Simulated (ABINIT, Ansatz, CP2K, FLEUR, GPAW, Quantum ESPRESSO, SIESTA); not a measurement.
# One structure in several programs: TaN2 (P-6m2, 3 atoms in the cell)

Self-consistent single point.

```xyz
3
Lattice="3.1155 0.0000 0.0000 -1.5577 2.6981 0.0000 0.0000 0.0000 3.7938" Properties=species:S:1:pos:R:3 pbc="T T T"
Ta     1.5577     0.8994     1.8969
N      0.0000     0.0000     3.0944
N      0.0000     0.0000     0.6994
```

All programs got the same cell, k-point mesh and kind of occupations (in Ansatz's words: kpoints.mp_grid.grid = 10 10 7; scf.occupations.method = gaussian; scf.occupations.width = 0.272 eV); potentials, basis and cutoffs are each program's usual ones.

| code | model | pressure (GPa) | largest force (eV/Å) | k-points | cutoff |
|---|---|---|---|---|---|
| GPAW | LDA (Perdew-Wang 92), GPAW PAW datasets LDA (gpaw-data 1.0.1) | – | 0.004 | 56 | 900 eV |
| FLEUR | LDA (Perdew-Zunger), all-electron FLAPW (FLEUR), scalar-relativistic valence | – | 0.115 | 56 | Kmax 4.7 1/bohr |
| CP2K | LDA (Pade form), GPW, DZVP-MOLOPT-SR-GTH basis, GTH-PADE potentials (GTH_POTENTIALS) | -28.10 | 0.794 | 352 | grid 500 Ry |
| ABINIT | LDA (PW92), PAW (JTH v2.0 LDA PAW) | -15.19 | 0.059 | 56 | 52 Ry |
| Quantum ESPRESSO | LDA (PW92), PseudoDojo standard norm-conserving (LDA) pseudopotentials | -15.65 | 0.241 | 56 | 85 Ry |
| Ansatz | LDA (PW92), PAW files made with PBE | -15.07 | 0.087 | 56 | default |
| SIESTA | LDA PW92, numerical atomic orbitals DZP, PseudoDojo LDA standard norm-conserving potentials (rewritten from UPF to PSML) | -12.61 | 0.311 | 360 | grid 300 Ry |

A dash marks a value that a program does not give, or that is left out as unsure.

The spread over the programs that give each value: pressure within 15.49 GPa; largest force within 0.790 eV/Å.

The starting cell comes from a database of computed structures (which also holds hypothetical and non-ambient phases and stackings), without a prior relaxation at this level. On Ansatz's run: Spin-orbit coupling is off. Spin polarisation is off; with an odd number of electrons in the cell that forces a metal, and a magnetic state may lie lower. In the base run, with a pressure of about -15 GPa the cell is away from its equilibrium volume at this level.

Task: Why do the programs differ, and what cannot be compared?

Result: Differences of this kind can come from the potentials, where these differ, and from what each basis and cutoff leave unconverged. The valence holds different numbers of electrons (GPAW 23, FLEUR 37, CP2K 23, ABINIT 23, Quantum ESPRESSO 23, Ansatz (an electronic-structure program) 23, SIESTA 23). The zero of total energies and Fermi levels follows the potentials and each program's conventions, so they are not compared here. CP2K and SIESTA use small atom-centred bases, whose incompleteness enters pressures, forces and empty levels differently from a plane-wave cutoff. FLEUR treats all electrons, but the usual bases taken here (sphere radii, linearisation, local orbitals, empty states) were not tested for convergence, so the values are no reference for the others. Ansatz's pressure is given at a fixed set of plane waves, as the other plane-wave codes print theirs; with its correction for the finite basis it is -14.60 GPa (the shift of 0.47 GPa shows how far the cutoff is from converged). The pressure of GPAW is left out: its cutoff lies under the one at which its stress was checked. The programs reduce the same mesh by symmetry to different extents, which changes the work and not the result. In the pressure, CP2K (by 12.91) and SIESTA (by 2.58) lie more than 1 GPa from the median of the plane-wave programs. In the force vectors, FLEUR (by 0.142), CP2K (by 0.822), Quantum ESPRESSO (by 0.269) and SIESTA (by 0.339) lie more than 0.08 eV/Å from the median of the plane-wave programs.

Left out of this page: Elk (not drawn, or without a comparable value).

Keys are those of Ansatz 0.2.
